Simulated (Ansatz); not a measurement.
# CdGeAs2: uniaxial strain ε_xx = −3.00 %

The parent structure is CdGeAs₂ in the chalcopyrite structure (space group I-42d, No. 122; a = 5.8735 Å, c = 11.2264 Å). Axes: x, y, z lie along a, b, c of the conventional cell.

Now apply this change: the cell is compressed by 3.00 % along x with no lateral relaxation; the atoms relax in the strained cell.

Level of theory: plane-wave PAW DFT at the LDA level (Ansatz, an electronic-structure program, 420 eV), no spin-orbit coupling. Γ-centred 8×8×8 mesh, Fermi–Dirac width 0.05 eV.

| quantity | base | changed | shift |
|---|---|---|---|
| space group | I-42d (No. 122) | I2_12_12_1 (No. 24) | – |
| energy relative to the base (free energy F) | 0 meV/atom | +6.7 meV/atom | +6.7 meV/atom |
| pressure (mean of the normal stresses, compression positive) | 0.0 GPa | 2.2 GPa | +2.2 GPa |
| band gap (uncertain: the edges found look like a band crossing or inverted bands; the base alone) | 0.11 eV | zero | – |
| largest internal atomic displacement | – | 0.018 Å | – |
| stress (xx, yy, zz, yz, xz, xy; compression positive) (rough) | – | (3.0, 1.8, 1.8, 0.0, 0.0, 0.0) GPa | – |

Final structure:

```xyz
8
Lattice="-2.8487 2.9368 5.6132 2.8487 -2.9368 5.6132 2.8487 2.9368 -5.6132" Properties=species:S:1:pos:R:3 pbc="T T T"
Cd     0.0000     0.0000    -0.0177
Cd     0.0000     2.9368     2.8243
Ge     0.0000     0.0000     5.6231
Ge     2.8487     0.0000     2.7968
As     1.3026     1.4684     7.0165
As     1.4243    -1.3189     4.2099
As     1.5461     1.4684     1.4033
As     1.4243     4.2557    -1.4033
```

Without a gap, meshes like the base's 8×8×8 leave anisotropic stresses uncertain by several tenths of a GPa, and small strain energies with them. No phonon test of stability was made. All final runs are without spin polarisation. Gaps under 0.05 eV, about the width of the smearing, are given as zero. A zero or small gap of CdGeAs2 can be the functional's error rather than a property of the material.
